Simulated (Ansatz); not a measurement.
Base system: GaN in the zinc blende structure (space group F-43m, No. 216; a = 4.4982 Å).

Perturbation: a hydrostatic pressure of 0.7 GPa.

Levels (all Ansatz, a first-principles code, PAW, earlier PAW set): r2SCAN (500 eV, spin-orbit coupling left out); HSE06 (420 eV, no spin-orbit coupling); HSE06+SOC (420 eV, with spin-orbit coupling).

One geometry, relaxed with r2SCAN, under each level:

The valence-band top lists the three highest levels at Γ (Kramers pairs under SOC), from the VBM.

| level | band gap | lowest conduction level above the VBM at special points | valence-band top at Γ |
|---|---|---|---|
| r2SCAN | 2.19 eV | Γ 2.19 eV; X 3.77 eV; L 5.25 eV | 0.00, 0.00, 0.00 eV |
| HSE06 | 3.03 eV | Γ 3.03 eV; X 4.45 eV; L 6.14 eV | – |
| HSE06+SOC | 3.02 eV | Γ 3.02 eV; X 4.45 eV; L 6.14 eV | 0.00, 0.00, -0.02 eV |

Single points use the geometry relaxed with r2SCAN. Their cutoffs differ, which shifts pressures a little. The spin-orbit shifts are approximate. Load acts through the strain it causes; cell and atoms are relaxed under it. Whether these cells are dynamically stable was not tested. This is not the structure that GaN has at room temperature and ambient pressure.
